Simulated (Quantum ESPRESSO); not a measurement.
Band structure of YSeF (Pnma, 12 atoms in the cell).

```
CELL_PARAMETERS angstrom
      7.78530     0.00000     0.00000
      0.00000     5.78805     0.00000
      0.00000     0.00000     5.85738
ATOMIC_POSITIONS crystal
  Y  0.81765 0.25000 0.87230
  Y  0.18235 0.75000 0.12770
  Y  0.68235 0.75000 0.37230
  Y  0.31765 0.25000 0.62770
  Se 0.33001 0.75000 0.61863
  Se 0.66999 0.25000 0.38137
  Se 0.16999 0.25000 0.11863
  Se 0.83001 0.75000 0.88137
  F  0.53614 0.25000 0.86678
  F  0.46386 0.75000 0.13322
  F  0.96386 0.75000 0.36678
  F  0.03614 0.25000 0.63322
```

Method of the run: PBEsol, SSSP 1.1.2 efficiency (PBE) pseudopotentials (plane waves; Quantum ESPRESSO).

Settings: ecutwfc = 40 Ry; ecutrho = 320 Ry; occupations = fixed; input_dft = pbesol; potentials = {Y: Y_pbe_v1.uspp.F.UPF, Se: Se_pbe_v1.uspp.F.UPF, F: f_pbe_v1.4.uspp.F.UPF}; K_POINTS = automatic 4 5 5 0 0 0; nbnd = 60; conv_thr = 1e-11 Ry.

The starting cell comes from a database of computed structures (which also holds hypothetical and non-ambient phases and stackings), without a prior relaxation at this level. Its lattice was rescaled by a random factor within 2.5 % of one.

**Question.** Predict the gap along the standard path and the places of the band edges.

**Answer.** The gap along the path is 1.54 eV, direct at a point between Y and Γ to within 0.01 eV.

Levels in eV from the top of the valence band on the SCF mesh, bands 45 to 52:
```csv
point,45,46,47,48,49,50,51,52
Γ,-0.52,-0.30,-0.15,0.00,1.63,1.69,2.80,3.26
X,-0.75,-0.75,-0.55,-0.55,3.57,3.57,3.72,3.72
S,-1.07,-1.07,-0.64,-0.64,3.77,3.77,3.93,3.93
Y,-0.95,-0.95,-0.42,-0.42,2.31,2.31,3.16,3.16
Z,-0.75,-0.75,-0.35,-0.35,1.67,1.67,3.01,3.01
U,-0.94,-0.94,-0.94,-0.94,3.69,3.69,3.69,3.69
R,-0.91,-0.91,-0.91,-0.91,3.93,3.93,3.93,3.93
T,-0.95,-0.95,-0.34,-0.34,2.21,2.21,3.13,3.13
```
